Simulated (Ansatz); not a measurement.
Output of an Ansatz run (abridged):

```
WARN the atoms were moved onto the symmetric positions of the space group found under crystal.symmetry.tolerance 1.0e-5 (fractional …
WARN basis.ecutwfc = 420 eV, the default
WARN ansatz: RAYON_NUM_THREADS=1 ignored (pool sized by the plan → 1); use --threads N
Pseudopotentials: kind: paw
Pseudopotential: Os, paw, valence charge 16
Pseudopotential: C, paw, valence charge 4
Crystal: 6 atoms, lattice volume = 104.552 Å³
Basis set: ecut = 420 eV, 2025 PW (Γ), exchange–correlation on 72×72×60 points (8 copies of the dense FFT grid, shifted against one another)
Bands: 36, of which v1, the nominal top of the filled ones, is band 30 counted from 1 (29 counted from 0)
Symmetry: 24 space group operations
Space group: P6/mmm (ITA 191), of the structure as read, at distance tolerance 4.7e-5 Å
k-points: 28 of 216
Initial density: superposition of atomic densities (neutral atoms: chi_scale 0, normalization atom), corrected by the library's trained network
Initial wavefunctions: pseudopotential atomic-orbital guess
Eigensolver: davidson
Functional: x = pbe(κ = 0.804, μ = 0.2195149727645171), c = pbe(β = 0.06672455060314922)
SCF iter   1: F=—  HF=-34887.710179 eV  |F-HF|=—  |Δ(HF+E_count)|=         —  Δρ=8.91e-3  dr2=1.14e-1  ethr=1.77e-3  ⟨swp⟩=5.6  Hψ=3673  notcnv=0
all-band conjugate gradients solve this SCF's bands
preconditioner: auto → LDOS
SCF iter   2: F=—  HF=-34887.707662 eV  |F-HF|=—  |Δ(HF+E_count)|=   2.52e-3  Δρ=6.31e-3  dr2=3.04e-2  ethr=1.89e-4  ⟨swp⟩=2.6  Hψ=1928  notcnv=0  defer=16
SCF iter   3: F=—  HF=-34887.701295 eV  |F-HF|=—  |Δ(HF+E_count)|=   6.37e-3  Δρ=1.62e-3  dr2=2.00e-3  ethr=5.07e-5  ⟨swp⟩=2.6  Hψ=1791  notcnv=0  defer=16
SCF iter   4: F=—  HF=-34887.701007 eV  |F-HF|=—  |Δ(HF+E_count)|=   2.88e-4  Δρ=3.41e-4  dr2=1.48e-4  ethr=3.34e-6  ⟨swp⟩=2.1  Hψ=1373  notcnv=0  defer=16
SCF iter   5: F=—  HF=-34887.701028 eV  |F-HF|=—  |Δ(HF+E_count)|=   2.03e-5  Δρ=9.54e-5  dr2=8.39e-6  ethr=2.47e-7  ⟨swp⟩=2.0  Hψ=1235  notcnv=0  defer=16
SCF iter   6: F=—  HF=-34887.701000 eV  |F-HF|=—  |Δ(HF+E_count)|=   2.74e-5  Δρ=2.38e-5  dr2=5.27e-7  ethr=1.40e-8  ⟨swp⟩=2.0  Hψ=1450  notcnv=0  defer=16
SCF iter   7: F=-34887.701000 eV  HF=-34887.701000 eV  |F-HF|=1.08e-9  |Δ(HF+E_count)|=   1.86e-7  Δρ=4.60e-6  dr2=1.54e-8  ethr=1.67e-10  ⟨swp⟩=7.4  Hψ=3877  notcnv=0
SCF 1 converged in 7 iterations: F = -34887.701000 eV  dr2 = 1.54e-8
SCF converged after 7 iterations
Free energy (F): -34887.701000 eV
Harris-Foulkes:  -34887.701000 eV  (|F-HF|=1.08e-9)
Internal energy: -34887.687108 eV  (E = F + TS)
E sigma→0 (E₀):  -34887.694054 eV
Entropy (-TS):   -0.013893 eV (-2.315 meV/atom)
Fermi energy:    10.573791 eV
--- Per-component energies (eV) ---
  E_band       = -852.178819
  E_kinetic    = 1890.180408
  E_local      = -5625.886051  (includes V_loc(G=0)·N_el)
  E_nonlocal   = 73.649498
  E_hartree    = 2223.422377
  E_xc         = -920.071558
  E_vxc        = -998.032406  (∫ρ·V_xc dr)
  E_paw        = -27325.486658  (= ΣΔE_a)
  E_vpaw       = -638.934844  (= ΣTr[D̂ρ^β])
  E_aug_tail   = -0.000248  (compensation charges beyond the density's cutoff)
  E_ewald      = -5203.494875
  E_smearing   = -0.013893  (= −TS)
  E_closure    = -0.000000  (closes the sum)
  Σ components = -34887.701000   (vs F -34887.701000, Δ=0.00e0)
--- Forces (eV/Å), atoms counted from 1 ---
  atom   1  Os    -0.00000000     0.00000000     0.00000000
   [... zero for the other atoms too ...]
  max |Σ_I F_I| component: 3.70e-17 eV/Å
--- Stress (GPa, compression-positive) ---
      -29.365671      -0.000000       0.000000
       -0.000000     -29.365671       0.000000
        0.000000       0.000000     -41.744325
  P = ⅓ Tr σ = -33.4919 GPa (-334.919 kbar)
  The stress holds the Pulay correction. Without it, at fixed plane waves, as pw.x and ABINIT print it: P = -33.6400 GPa
--- Band table (eV; the first three rows and the last of 28) ---
  k-point 0: bands = ["-75.9045", "-75.8406", "-75.8406", "-35.9057", "-35.4853", "-35.4853", "-35.1918", "-35.0873", "-35.0873", "-35.0206", "-34.9837", "-34.9837", "-0.8078", "0.7128", "2.0809", "4.3108", "4.8033", "5.6012", "5.6012", "7.2578", [...]
  k-point 1: bands = ["-75.9045", "-75.8406", "-75.8406", "-35.9056", "-35.4852", "-35.4852", "-35.1924", "-35.0877", "-35.0877", "-35.0206", "-34.9837", "-34.9837", "-0.6205", "0.7241", "1.7740", "4.0139", "5.4636", "5.6770", "5.6770", "7.4701", [...]
  k-point 2: bands = ["-75.9045", "-75.8406", "-75.8406", "-35.9055", "-35.4851", "-35.4851", "-35.1937", "-35.0887", "-35.0887", "-35.0206", "-34.9837", "-34.9837", "-0.1433", "0.7306", "1.3433", "3.2997", "5.8062", "5.8062", "6.9288", "7.3443", [...]
  k-point 27: bands = ["-75.8726", "-75.8726", "-75.8406", "-35.5566", "-35.5566", "-35.3493", "-35.1522", "-35.1522", "-35.1419", "-35.1419", "-35.1268", "-35.0892", "0.9862", "0.9862", "1.0145", "4.7374", "4.7374", "6.2575", "6.2575", "6.5075", [...]
```

The structure:

```xyz
6
Lattice="5.3087 0.0000 0.0000 -2.6544 4.5975 0.0000 0.0000 0.0000 4.2837" Properties=species:S:1:pos:R:3 pbc="T T T"
Os     2.6544     0.0000     0.0000
Os     1.3272     2.2987     0.0000
Os    -1.3272     2.2987     0.0000
C      0.0000     0.0000     0.0000
C      0.0000     3.0650     2.1418
C      2.6544     1.5325     2.1418
```

### Question
Write an input that gives this output.

### Answer
Other spellings and defaults could give the same log, and not every line can be read from it. The input that was run (DFT, PBE, plane waves, default PAW files):

Ansatz 0.2 input:
```yaml
# OsC
crystal:
  lattice:
    - [5.30873500, 0.00000000, 0.00000000]
    - [-2.65436700, 4.59749900, 0.00000000]
    - [0.00000000, 0.00000000, 4.28369300]
  atoms:
    - { symbol: Os, position_ang: [2.65436750, 0.00000000, 0.00000000] }
    - { symbol: Os, position_ang: [1.32718400, 2.29874950, 0.00000000] }
    - { symbol: Os, position_ang: [-1.32718350, 2.29874950, 0.00000000] }
    - { symbol: C, position_ang: [0.00000000, 0.00000000, 0.00000000] }
    - { symbol: C, position_ang: [-0.00000232, 3.06500087, 2.14184650] }
    - { symbol: C, position_ang: [2.65437032, 1.53249813, 2.14184650] }
kpoints:
  mp_grid:
    grid: [6, 6, 6]
hamiltonian:
  xc: pbe
  pseudopotentials:
    kind: paw
scf:
  occupations:
    method: gaussian
    width: 0.05
output:
  forces: true
  eigenvalues: true
  stress: true
```

The starting cell was generated: these elements placed on a structure prototype, without a prior relaxation; it need not be a known phase or ordering of this composition. Spin-orbit coupling is off. Spin polarisation is off. With a pressure of about -33 GPa the cell is away from its equilibrium volume at this level. Ansatz's pressure includes its estimate of the finite-basis (Pulay) stress.

Ansatz is a first-principles code.
